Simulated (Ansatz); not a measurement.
**TiSi2 under a change: pressure 0.7 GPa**

Start from TiSi$_{2}$ (space group Fddd, No. 70; a = 4.760 Å, b = 8.180 Å, c = 8.499 Å).

Now apply this change: cell and atoms relaxed at a pressure of 0.7 GPa.

Computed with DFT with PBEsol, PAW potentials and a 420 eV plane-wave cutoff in Ansatz (an electronic-structure program), no spin-orbit coupling, earlier PAW set. Settings: 13×13×13 k-points, 0.05 eV Fermi–Dirac smearing.

| quantity | base | changed | shift |
|---|---|---|---|
| volume per atom | 13.79 Å³ | 13.73 Å³ | -0.06 Å³ |
| density | 4.18 g/cm³ | 4.20 g/cm³ | +0.02 g/cm³ |
| enthalpy H = E + PV relative to the base's energy | – | +0.06 eV/atom | – |
| band gap | zero | zero | – |

Final structure:

```
TiSi2
1.0
    0.00000     4.08283     4.24477
    2.37617     0.00000     4.24477
    2.37617     4.08283     0.00000
Si Ti
4 2
Direct
  0.66375   0.33625   0.66375
  0.33625   0.66375   0.33625
  0.58625   0.91375   0.58625
  0.91375   0.58625   0.91375
  0.00000   0.00000   0.00000
  0.25000   0.25000   0.25000
```

Load acts through the strain it causes; cell and atoms are relaxed under it. Whether these cells are dynamically stable was not tested. All final runs are without spin polarisation.
